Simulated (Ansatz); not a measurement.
Start from ZnSnO₃ (space group R-3, No. 148; a = 5.3076 Å, c = 14.0250 Å (hexagonal axes); a cell from a computed database, its experimental status unchecked).

Level of theory: Kohn–Sham DFT with the PBEsol functional, run in Ansatz (a first-principles code) with PAW and 420 eV plane waves, no SOC.

One change was made to it. Results:

```
quantity                                 base           after
-----------------------------  --------------  --------------
density                            6.76 g/cm³      6.79 g/cm³
electron mass                  0.19 mₑ (at Γ)  0.19 mₑ (at Γ)
shortest interatomic distance      3.825 bohr      3.819 bohr
band gap                              1.44 eV         1.46 eV
```

Problem. Which change produced these results?
A. pressure 3 GPa
B. pressure 0.7 GPa
C. pressure 5 GPa
D. pressure 7.5 GPa
E. pressure 10 GPa

Solution. B, pressure 0.7 GPa. For comparison, the band gap in the other runs: pressure 5 GPa gives 1.56 eV; pressure 10 GPa gives 1.67 eV; pressure 7.5 GPa gives 1.62 eV; pressure 3 GPa gives 1.52 eV.

Load acts through the strain it causes; cell and atoms are relaxed under it. Masses are band curvatures over ±0.01 Å⁻¹ around the edge. Whether these cells are dynamically stable was not tested. Competing high-pressure phases were not computed.
